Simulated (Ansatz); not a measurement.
The starting structures come from a database of crystals and need not be the phases stable at ambient conditions.

 Where the default PAW files enter, the runs use the earlier of Ansatz's two default sets.

Inside the gap of an insulator the Bloch states are evanescent, with a wavenumber k + iκ along the transport direction.

Consider the following.

```yaml
crystal:
  lattice:
    - [3.96021, 0.00000, 0.00000]
    - [0.00000, 7.87292, 0.00000]
    - [0.00000, 0.00000, 7.71855]
  atoms:
    - { symbol: W, position: [0.96949, 0.23967, 0.73967] }
    - { symbol: W, position: [0.03051, 0.26033, 0.23967] }
    - { symbol: W, position: [0.96949, 0.76033, 0.26033] }
    - { symbol: W, position: [0.03051, 0.73967, 0.76033] }
    - { symbol: O, position: [0.49307, 0.24753, 0.74753] }
    - { symbol: O, position: [0.50693, 0.25247, 0.24753] }
    - { symbol: O, position: [0.49307, 0.75247, 0.25247] }
    - { symbol: O, position: [0.50693, 0.74753, 0.75247] }
    - { symbol: O, position: [0.99923, 0.75042, 0.50304] }
    - { symbol: O, position: [0.00077, 0.49696, 0.75042] }
    - { symbol: O, position: [0.99923, 0.24958, 0.49696] }
    - { symbol: O, position: [0.00077, 0.50304, 0.24958] }
    - { symbol: O, position: [0.00077, 0.74958, 0.00304] }
    - { symbol: O, position: [0.99923, 0.00304, 0.25042] }
    - { symbol: O, position: [0.00077, 0.25042, 0.99696] }
    - { symbol: O, position: [0.99923, 0.99696, 0.74958] }
```

Space group of this cell: P2_12_12. The cell is strained (lengths across the current scaled by 1.02, ions clamped); by PBEsol its mean pressure is -17.6 GPa.

Transport runs along the normal of the first two printed cell vectors.

The gap is the functional's own, uncorrected, and κ follows it; spin-orbit coupling is left out. Mid-gap values are interpolated between the computed energies.

### Question
Estimate the band gap and the smallest decay constant κ at mid-gap that Ansatz (a program for electronic structure) with PBEsol returns for this system.

### Answer
Gap 0.68 eV on a 8×4×4 mesh; κ = 0.119 1/Å, at the zone centre.
